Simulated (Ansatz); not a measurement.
## Hypothetical zinc blende YSb, pressure series

Take YSb in the zinc blende structure (space group F-43m, No. 216; a hypothetical phase, not in the database extracts checked) as the base.

```
CELL_PARAMETERS angstrom
      0.00000     3.47564     3.47564
      3.47564     0.00000     3.47564
      3.47564     3.47564     0.00000
ATOMIC_POSITIONS crystal
  Sb 0.75000 0.75000 0.75000
  Y  0.00000 0.00000 0.00000
```

Cell and atoms are relaxed at each pressure.

Method: PBE (Ansatz, a quantum-chemistry and plane-wave program; PAW; 420 eV plane waves; no spin-orbit coupling).

| pressure (GPa) | volume per atom (Å³/atom) |
|---|---|
| -2 | 44.596 |
| -1 | 43.203 |
| 0 | 41.986 |
| 0.9 | 41.044 |
| 2.1 | ? |
| 9 | 35.327 |
| 15 | 32.723 |
| 22.5 | 30.336 |
| 30 | 28.514 |

Fit the third-order Birch–Murnaghan form P(V) = (3B₀/2)[(V₀/V)^(7/3) − (V₀/V)^(5/3)]·[1 + (3/4)(B₀′ − 4)((V₀/V)^(2/3) − 1)] (squares taken in P) to the rows shown and predict the withheld row.

Least squares on the printed values gives V₀ = 42.003 Å³/atom, B₀ = 37.7 GPa, B₀′ = 3.8; this predicts 39.927 Å³/atom, and the run gives 39.904 Å³/atom, 0.023 lower.

Load acts through the strain it causes; cell and atoms are relaxed under it. Stability against distortions was not tested. Competing high-pressure phases were not computed.
